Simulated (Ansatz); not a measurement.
# A computed series for Ge: pressure series

The reference is Ge in the diamond structure (space group Fd-3m, No. 227; a = 5.6727 Å).

Cell and atoms are relaxed at each pressure.

Method: r2SCAN (Ansatz, a first-principles code, PAW, no SOC), earlier PAW set.

Candidates:
(a) pressure 45 GPa
(b) pressure 30 GPa
(c) pressure 18 GPa

For the base:

The band gap is 0.37 eV.

Question: Order them by band gap, highest first.

Answer: (c) pressure 18 GPa (0.53 eV), (b) pressure 30 GPa (0.38 eV), (a) pressure 45 GPa (0.22 eV)

Load acts through the strain it causes; cell and atoms are relaxed under it. Stability against distortions was not tested. Measured, Ge leaves this structure (for the β-tin structure) near 10.6 GPa (room temperature; as listed in arXiv:1906.07825). A zero or small gap of Ge under pressure 45 GPa can be the functional's error rather than a property of the material.
